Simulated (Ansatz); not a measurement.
Abridged Ansatz (a quantum-chemistry and plane-wave program) output:

```
Relaxation: its limit of steps is 50 (relax.max_steps)
Pseudopotential: Si, paw, valence charge 4
Pseudopotential: W, paw, valence charge 14
Crystal: 3 atoms, lattice volume = 38.883 Å³
Basis set: ecut = 420 eV, 769 PW (Γ), exchange–correlation on 64×64×64 points (8 copies of the dense FFT grid, shifted against one another)
Bands: 15, of which v1, the nominal top of the filled ones, is band 11 counted from 1 (10 counted from 0)
Symmetry: 8 space group operations
k-points: 2197 of 15625
Functional: x = pbesol(κ = 0.804, μ = 0.12345679012345678), c = pbesol(β = 0.046)
SCF iter   1: F=—  HF=-11500.849411 eV  |F-HF|=—  |Δ(HF+E_count)|=         —  Δρ=4.56e-3  dr2=5.83e-3  ethr=1.77e-3  ⟨swp⟩=5.0  Hψ=191072  notcnv=0
SCF iter   2: F=—  HF=-11500.848501 eV  |F-HF|=—  |Δ(HF+E_count)|=   9.09e-4  Δρ=2.38e-3  dr2=1.15e-3  ethr=2.65e-5  ⟨swp⟩=1.0  Hψ=50540  notcnv=0
SCF 1 converged in 7 iterations: F = -11500.848347 eV  dr2 = 7.09e-12
relax step   1: F+E_penalty+E_count = -11500.84834689 eV  Δ(F+E_penalty+E_count) = +0.000e0 eV  max|allowed force component| = 8.166e-2 eV/Å  Δτ_max = 0.0000 Å  (7 SCF iters, accepted)
Crystal: 3 atoms, lattice volume = 38.883 Å³
SCF iter   1: F=—  HF=-11500.848667 eV  |F-HF|=—  |Δ(HF+E_count)|=         —  Δρ=2.85e-4  dr2=6.82e-5  ethr=3.11e-7  ⟨swp⟩=2.0  Hψ=127829  notcnv=0
SCF iter   2: F=—  HF=-11500.848653 eV  |F-HF|=—  |Δ(HF+E_count)|=   1.45e-5  Δρ=1.54e-4  dr2=1.99e-5  ethr=3.10e-7  ⟨swp⟩=1.0  Hψ=33014  notcnv=0
SCF 2 converged in 5 iterations: F = -11500.848647 eV  dr2 = 2.11e-10
relax step   2: F+E_penalty+E_count = -11500.84864710 eV  Δ(F+E_penalty+E_count) = -3.002e-4 eV  max|allowed force component| = 1.632e-2 eV/Å  Δτ_max = 0.0031 Å  (5 SCF iters, accepted)
Crystal: 3 atoms, lattice volume = 38.883 Å³
SCF iter   1: F=—  HF=-11500.848663 eV  |F-HF|=—  |Δ(HF+E_count)|=         —  Δρ=7.11e-5  dr2=4.28e-6  ethr=1.94e-7  ⟨swp⟩=2.2  Hψ=83177  notcnv=0
SCF iter   2: F=—  HF=-11500.848660 eV  |F-HF|=—  |Δ(HF+E_count)|=   2.52e-6  Δρ=3.81e-5  dr2=1.21e-6  ethr=1.94e-8  ⟨swp⟩=1.0  Hψ=50531  notcnv=0
SCF 3 converged in 5 iterations: F = -11500.848660 eV  dr2 = 1.18e-11
relax step   3: F+E_penalty+E_count = -11500.84865963 eV  Δ(F+E_penalty+E_count) = -1.253e-5 eV  max|allowed force component| = 3.564e-5 eV/Å  Δτ_max = 0.0008 Å  (5 SCF iters, accepted)
SCF converged after 5 iterations
Free energy (F): -11500.848660 eV
Internal energy: -11500.837215 eV  (E = F + TS)
E sigma→0 (E₀):  -11500.842937 eV
Entropy (-TS):   -0.011445 eV (-3.815 meV/atom)
Fermi energy:    17.453083 eV
--- Forces (eV/Å), atoms counted from 1 ---
  atom   1  Si    -0.00000000     0.00000000     0.00003564
  atom   2  Si     0.00000000    -0.00000000    -0.00003564
  atom   3  W      0.00000000    -0.00000000    -0.00000000
--- Stress (GPa, compression-positive) ---
       14.256728       0.000000      -0.000000
        0.000000       4.336226       0.000000
       -0.000000       0.000000       3.396805
  P = ⅓ Tr σ = 7.3299 GPa (73.299 kbar)
--- Relaxed structure (3 steps of the walk, 3 accepted, 0 SCFs on fresh bases) ---
  atoms:
    - { symbol: Si, position: [0.6660149468420979, 0.6660149468420979, 1.8236735944612447e-34] }
    - { symbol: Si, position: [0.3339850531579019, 0.3339850531579019, -1.6328679175229217e-34] }
    - { symbol: W, position: [2.3114257822330334e-20, 2.3114257822330358e-20, -1.9080567693832264e-35] }
```

### Question
What was computed, and what are the main results?

### Answer
WSi2, 3 atoms in the cell, with Ansatz PBEsol, scalar-relativistic without spin-orbit coupling. The last SCF converged to F = -11500.848660 eV, or -3833.6162 eV per atom, at a pressure of 7.33 GPa. The total energy compares only with runs of the same code, potentials and settings.

The cells carry an imposed strain or load. Stability against distortions was not tested. All final runs are without spin polarisation. The cell was made from WSi₂ (space group I4/mmm, No. 139) by this change: uniaxial strain ε_xx = −3.00 %.

Keys are those of Ansatz 0.2.
